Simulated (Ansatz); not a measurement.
The reference is MgAl₂H₈ (space group P-3m1, No. 164; a = 5.186 Å, c = 5.787 Å; a cell from a computed database, its experimental status unchecked; layered). Axes: x lies along a and z along c of the hexagonal cell.

All numbers come from PBEsol in Ansatz (plane waves to 420 eV, PAW, no SOC).

For the base:

* **Volume per atom**: 12.25 Å³
* **Pressure**: 0.00 GPa

The change: tensile biaxial strain of 2.48 % in the plane normal to [001], as in epitaxy on a mismatched substrate; the out-of-plane cell vector and the atoms relax.

Task: What does the calculation give for the volume per atom after the change?

Result: The volume per atom goes up by 0.21 Å³ to 12.46 Å³.

Task: What does the calculation give for the pressure after the change?

Result: The pressure (mean of the normal stresses, compression positive) goes from zero to -0.69 GPa.

Stability against distortions was not tested. No dispersion term is included in the PBEsol runs.

Ansatz is a quantum-chemistry and plane-wave program.
